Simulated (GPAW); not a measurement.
# A self-consistent single point of LaPb₃ (Pm-3m, 4 atoms in the cell) with GPAW

Computed with LDA (Perdew-Wang 92), GPAW PAW datasets LDA (gpaw-data 1.0.1) (plane waves; GPAW).

The input file:

```python
from ase import Atoms
from ase.units import GPa
from gpaw import GPAW

atoms = Atoms(['La', 'Pb', 'Pb', 'Pb'],
              cell=[[4.929516, 0.000000, 0.000000],
                    [0.000000, 4.929516, 0.000000],
                    [0.000000, 0.000000, 4.929516]],
              positions=[[0.000000, 0.000000, 0.000000],
                         [0.000000, 2.464758, 2.464758],
                         [2.464758, 0.000000, 2.464758],
                         [2.464758, 2.464758, 0.000000]],
              pbc=True)

calc = GPAW(mode={'name': 'pw', 'ecut': 800},
            xc='LDA',
            kpts=(7, 7, 7),
            occupations={'name': 'methfessel-paxton', 'width': 0.136, 'order': 0},
            nbands=-10,
            symmetry={'symmorphic': False, 'tolerance': 0.0005},
            maxiter=100)

atoms.calc = calc

energy = atoms.get_potential_energy()
print('Energy (eV):', round(energy, 6))
forces = atoms.get_forces()
print('Forces (eV/Ang):')
print(forces.round(5))
stress = atoms.get_stress()
print('Stress (GPa, Voigt):', (stress / GPa).round(4))
```

Output (repeated stretches shortened):

```
Input parameters:
  kpts: [7 7 7]
  maxiter: 100
  mode: {ecut: 800,
         name: pw}
  nbands: -10
  occupations: {name: methfessel-paxton,
                order: 0,
                width: 0.136}
  symmetry: {symmorphic: False,
             tolerance: 0.0005}

species:
  La:
    name: Lanthanum
    Z: 57.0
    valence: 11
    core: 46
    charge: 0.0
    file: La.LDA.gz

    # Using partial waves for La as LCAO basis

  Pb:
    name: Lead
    Z: 82.0
    valence: 14
    core: 68
    charge: 0.0
    file: Pb.LDA.gz

    # Using partial waves for Pb as LCAO basis

Reference energy: -1931851.423803  # eV

Spin-paired calculation

Convergence criteria:
 Maximum [total energy] change in last 3 cyles: 0.0005 eV / valence electron
 Maximum integral of absolute [dens]ity change: 0.0001 electrons / valence electron
 Maximum integral of absolute [eigenst]ate change: 4e-08 eV^2 / valence electron
 Maximum number of scf [iter]ations: 100

Symmetries present (total): 48
Symmetries with fractional translations: 0
343 k-points: 7 x 7 x 7 Monkhorst-Pack grid
20 k-points in the irreducible part of the Brillouin zone
       k-points in crystal coordinates                weights
   0:     0.00000000    0.00000000    0.00000000          1/343
   1:     0.14285714    0.00000000    0.00000000          6/343
   2:     0.14285714    0.14285714    0.00000000         12/343
   [... 7 lines left out ...]
          ...
  19:     0.42857143    0.42857143    0.42857143          8/343

Wave functions: Plane wave expansion
  Cutoff energy: 800.000 eV
  Number of coefficients (min, max): 6106, 6187
  Pulay-stress correction: 0.000000 eV/Ang^3 (de/decut=0.000000)

Occupation numbers: Methfessel-Paxton:
  width: 0.1360  # eV
  order: 0

Eigensolver

Densities:
  Coarse grid: 35*35*35 grid
  Fine grid: 70*70*70 grid
  Total Charge: 0.000000

Density mixing:
  Method: separate
  Backend: pulay
  Linear mixing parameter: 0.05
  old densities: 5
  Damping of long wavelength oscillations: 50

Hamiltonian:
  XC and Coulomb potentials evaluated on a 70*70*70 grid
  External potential:
    NoExternalPotential

Number of atoms: 4
Number of atomic orbitals: 47
Number of bands in calculation: 36
Number of valence electrons: 53
Bands to converge: occupied

Density initialized from atomic densities
  36 bands from LCAO basis set

Atomic positions and initial magnetic moments

Positions:
   0 La     0.000000    0.000000    0.000000    ( 0.0000,  0.0000,  0.0000)
   1 Pb     0.000000    2.464758    2.464758    ( 0.0000,  0.0000,  0.0000)
   2 Pb     2.464758    0.000000    2.464758    ( 0.0000,  0.0000,  0.0000)
   3 Pb     2.464758    2.464758    0.000000    ( 0.0000,  0.0000,  0.0000)

Unit cell:
           periodic     x           y           z      points  spacing
  1. axis:    yes    4.929516    0.000000    0.000000    35     0.1408
  2. axis:    yes    0.000000    4.929516    0.000000    35     0.1408
  3. axis:    yes    0.000000    0.000000    4.929516    35     0.1408

  Lengths:   4.929516   4.929516   4.929516
  Angles:   90.000000  90.000000  90.000000

Effective grid spacing dv^(1/3) = 0.1408

     iter     time        total  log10-change:
                         energy   eigst   dens
iter:   1 --:--:--   -21.151920
iter:   2 --:--:--   -21.172023   -1.02  -1.55
iter:   3 --:--:--   -21.074040   -1.00  -1.57
iter:   4 --:--:--   -21.083876   -1.74  -2.06
iter:   5 --:--:--   -21.167822   -1.52  -2.06
iter:   6 --:--:--   -21.084879   -1.38  -1.91
iter:   7 --:--:--   -21.065660   -2.37  -2.15
iter:   8 --:--:--   -21.031877   -1.93  -2.20
iter:   9 --:--:--   -21.026989   -3.39  -2.53
iter:  10 --:--:--   -21.028637c  -3.57  -2.66
iter:  11 --:--:--   -21.025948c  -4.21  -2.57
iter:  12 --:--:--   -21.024380c  -3.83  -2.73
iter:  13 --:--:--   -21.024381c  -3.76  -3.15
iter:  14 --:--:--   -21.024538c  -3.97  -3.60
iter:  15 --:--:--   -21.024890c  -4.14  -3.32
   [... 2 lines left out ...]
iter:  18 --:--:--   -21.024391c  -6.03  -3.91
iter:  19 --:--:--   -21.024406c  -6.22  -3.84
iter:  20 --:--:--   -21.024400c  -6.62  -3.77
iter:  21 --:--:--   -21.024390c  -6.93  -3.79
iter:  22 --:--:--   -21.024337c  -5.47  -3.83
iter:  23 --:--:--   -21.024344c  -6.54  -4.23c
iter:  24 --:--:--   -21.024339c  -6.32  -4.29c
iter:  25 --:--:--   -21.024339c  -6.98  -4.65c
iter:  26 --:--:--   -21.024342c  -7.66c -4.72c

Converged after 26 iterations.

Dipole moment: (0.000000, -0.000000, -0.000000) |e|*Ang

Energy contributions relative to reference atoms: (reference = -1931851.423803)

Kinetic:        +24.392940
Potential:      -21.507214
External:        +0.000000
XC:             -23.436264
Entropy (-ST):   -0.013780
Local:           -0.466913
SIC:             +0.000000
--------------------------
Free energy:    -21.031232
Extrapolated:   -21.024342

Showing only first 2 kpts
 Kpt  Band  Eigenvalues  Occupancy
  0    24      6.31578    2.00000
  0    25      9.40176    0.00000
  0    26      9.40176    0.00000
  0    27      9.40176    0.00000

  1    24      6.58385    2.00000
  1    25      8.59794    1.40433
  1    26      9.09505    0.00000
  1    27      9.09505    0.00000

Fermi level: 8.64897

No gap
No difference between direct/indirect transitions
Energy (eV): -21.024342

Forces in eV/Ang:
  0 La    0.00000    0.00000    0.00000
  1 Pb   -0.00000    0.00000    0.00000
  2 Pb    0.00000    0.00000    0.00000
  3 Pb    0.00000    0.00000   -0.00000

Stress tensor:
     0.021211    -0.000000     0.000000
    -0.000000     0.021211     0.000000
     0.000000     0.000000     0.021211
Stress (GPa, Voigt): [ 3.3984  3.3984  3.3984  0.      0.     -0.    ]
```

The run converged in 26 iterations. GPAW prints stress with tension positive.

The starting cell comes from a database of computed structures (which also holds hypothetical and non-ambient phases and stackings), without a prior relaxation at this level. Its lattice was rescaled by a random factor within 2.5 % of one. Spin-orbit coupling is off. With a pressure of about -3 GPa the cell is away from its equilibrium volume at this level.

Cost on one core of a shared machine: roughly 70 s.
